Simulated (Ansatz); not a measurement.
Consider SrTiO₃ in the cubic perovskite structure (space group Pm-3m, No. 221; a = 3.8911 Å).

Calculations: PBEsol/PAW in Ansatz (a first-principles code), scalar-relativistic without spin-orbit coupling.

It is then changed as follows: every Ti is replaced by V; the structure is relaxed again.

Measured lattice parameter a: SrTiO3 3.89 Å (0 K or low temperature; corrected from measurement; as listed in D. I. Bilc et al., Physical Review B (2008)); SrVO3 3.842 Å (temperature not stated; as listed in Samuel D. Marks et al., Physical Review Materials (2021)).

How well does PBEsol reproduce the measured shift?

With PBEsol the lattice parameter a moves by -0.082 Å (3.891 → 3.809) against -0.048 Å measured. The two measured values stand on different bases (one corrected, one not), which blurs small differences.

No phonon test of stability was made. Starting moments died away, wholly or in part, for Ti → V; another magnetic solution may exist. No Hubbard U is applied, and correlation can decide whether such a compound is a metal. All final runs are without spin polarisation. An odd electron count without spin: SrVO3. Many cubic perovskites are stable only at high temperature; tilts and polar distortions were not tested.
